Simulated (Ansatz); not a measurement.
Gaps and masses across 10 crystals of space group F-43m

All by r2SCAN, rigid bands (Ansatz, a program for electronic structure); geometry: cell and atoms relaxed with PBEsol.

```csv
Crystal,volume per atom (Å³),band gap,electron conductivity mass,E_g(mₑ/m* − 1)
GaAs,22.6,1.00 eV,0.060 mₑ,15.6 eV
CdSe,28.1,1.10 eV,0.107 mₑ,9.1 eV
InP,25.4,1.11 eV,0.089 mₑ,11.4 eV
BAs,13.5,1.36 eV,0.30 mₑ,-
BP,11.5,1.40 eV,0.32 mₑ,-
SiC,10.3,1.71 eV,0.30 mₑ,-
ZnSe,22.3,1.94 eV,0.136 mₑ,12.3 eV
ZnS,19.2,2.79 eV,0.21 mₑ,10.6 eV
BeS,14.2,3.55 eV,0.37 mₑ,-
BN,5.9,5.01 eV,0.38 mₑ,-
```

The last column is given only where the electrons sit in one nearly round valley (density-of-states mass close to the conductivity mass).

Q: Does the electron mass follow the gap, and the gap the size of the cell?

A: The mass follows the gap loosely (rank correlation 0.77), and the gap follows the volume per atom loosely and inversely (-0.64). Rows with one valley and with several are mixed here. Lightest electrons: GaAs (F-43m); heaviest: BN (F-43m).

Q: Two-band k·p theory gives mₑ/m* = 1 + E_P/E_g for a minimum at Γ. Does one E_P serve the rows of the last column?

A: The column has a median of 11.4 eV and runs from 9.1 to 15.6 eV. So one E_P doesn't describe the set. The rule holds for a direct gap between s-like and p-like states; remote bands and masses at 300 K (above the band-edge mass in narrow gaps) make the implied E_P low.

Masses are for dilute carriers at 300 K, harmonic means over directions unless an axis is named. Spin-orbit coupling is left out.
